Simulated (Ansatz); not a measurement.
Levels about the gap of amorphous Ga₂₄O₃₉Mo (64 atoms in a cell of 803 Å³, 4.95 g/cm³; zone centre alone, so wide bands show as single levels with stretches between that a denser mesh fills), at the geometry that PBE relaxed, where it gives 0.2 GPa on a denser mesh. The participation number counts the atoms over which a state spreads; weights are charges in smoothed Voronoi cells. The levels come from a single point, so bond lengths are those of that geometry. Method of the levels: PBE, scalar-relativistic without spin-orbit coupling (Ansatz, a first-principles code). Sampling: the zone centre alone; Fermi-Dirac width 0.02 eV; no spin polarisation. At PBE the levels at the filled edge of the gap are localised (band-tail or defect states), and the nearest spread-out levels lie 1.9 eV apart at the zone centre.

A CHGNet melt-quench gave the starting glass, which DFT then relaxed. O atoms were pushed apart under 1.9 Å during the dynamics, to hinder bonds among them. The hot cell started wider than the set density and was brought back towards it in steps. It is the lowest in DFT energy of 2 quenches. It is a model cell: composition and starting density were chosen by hand, and all elements were melted together. No dispersion term was used. Its density started from a set value of 4.95 and ended at 4.95 g/cm³. Cooling (nominally 220 K/ps over its main leg) ran many orders faster than in experiment, which tends to leave more defects and strain. One small periodic cell is one sample of the glass; other quenches scatter about these values. The volume was held where the preparation left it and the shape relaxed, at a PBE pressure of 0.2 GPa.

| E - E(highest filled), eV | filling | participation number | largest on | weight O | weight Mo | weight Ga |
|---|---|---|---|---|---|---|
| -0.54 | filled | 15.8 | O, 3 neighbours | 0.94 | 0.00 | 0.05 |
| -0.46 | filled | 12.3 | O, 3 neighbours | 0.95 | 0.00 | 0.05 |
| -0.43 | filled | 17.0 | O, 3 neighbours | 0.95 | 0.00 | 0.05 |
| -0.32 | filled | 17.5 | O, 3 neighbours | 0.95 | 0.00 | 0.05 |
| -0.19 | filled | 6.0 | O, 3 neighbours | 0.95 | 0.00 | 0.05 |
| -0.07 | filled | 3.4 | O, 2 neighbours | 0.95 | 0.00 | 0.05 |
| 0.00 | filled | 6.0 | O, 2 neighbours | 0.95 | 0.00 | 0.05 |
| 1.59 | empty | 57.3 | Ga, 5 neighbours | 0.52 | 0.01 | 0.47 |
| 2.67 | empty | 3.4 | Mo, 4 neighbours | 0.41 | 0.51 | 0.08 |
| 3.12 | empty | 3.3 | Mo, 4 neighbours | 0.45 | 0.51 | 0.04 |
| 3.91 | empty | 22.0 | Ga, 5 neighbours | 0.51 | 0.10 | 0.39 |
| 4.07 | empty | 35.7 | Mo, 4 neighbours | 0.53 | 0.06 | 0.41 |
| 4.25 | empty | 32.1 | Mo, 4 neighbours | 0.54 | 0.10 | 0.36 |
| 4.37 | empty | 31.8 | Ga, 4 neighbours | 0.55 | 0.06 | 0.40 |

Most localised among these is the empty level at +3.12 eV, on a Mo atom, which has 4 neighbours (O 1.75 Å, O 1.76 Å, O 1.78 Å, O 1.83 Å).
